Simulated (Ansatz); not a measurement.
## Hypothetical P6_422 SiC: carrier doping

Take SiC (space group P6_422, No. 181; a = 3.066 Å, c = 7.031 Å; a hypothetical phase, not in the database extracts checked) as the base.

Carriers are added at fixed cell with a uniform background; the Fermi–Dirac width is that of 300 K.

All numbers come from Kohn–Sham DFT with the PBEsol functional, run in Ansatz (a first-principles code) with PAW and 420 eV plane waves, scalar-relativistic without spin-orbit coupling.

Notes on the quantities. Fermi level from band edge: Fermi level relative to the doped band's edge (positive inside the band; to 0.05 eV).

```tsv
case	Fermi level from band edge	gap between the host's bands
undoped	–	0.77 eV
electrons 2.0×10^21 cm⁻³	+0.70 eV	0.76 eV
electrons 7.0×10^21 cm⁻³	+1.10 eV	0.75 eV
electrons 1.0×10^22 cm⁻³	+1.25 eV	0.75 eV
electrons 2.0×10^22 cm⁻³	+1.75 eV	0.72 eV
holes 2.0×10^21 cm⁻³	+0.45 eV	0.80 eV
holes 7.0×10^21 cm⁻³	+0.70 eV	0.89 eV
holes 1.0×10^22 cm⁻³	+0.85 eV	0.93 eV
holes 2.0×10^22 cm⁻³	+1.20 eV	1.09 eV
```

Charged cell with a jellium background: band edges are those of the host's band count, energies are not comparable with the neutral cell, and many-body gap narrowing is missing. Whether these cells are dynamically stable was not tested. The base started in P3_121 and relaxed to P6_422 at this level.
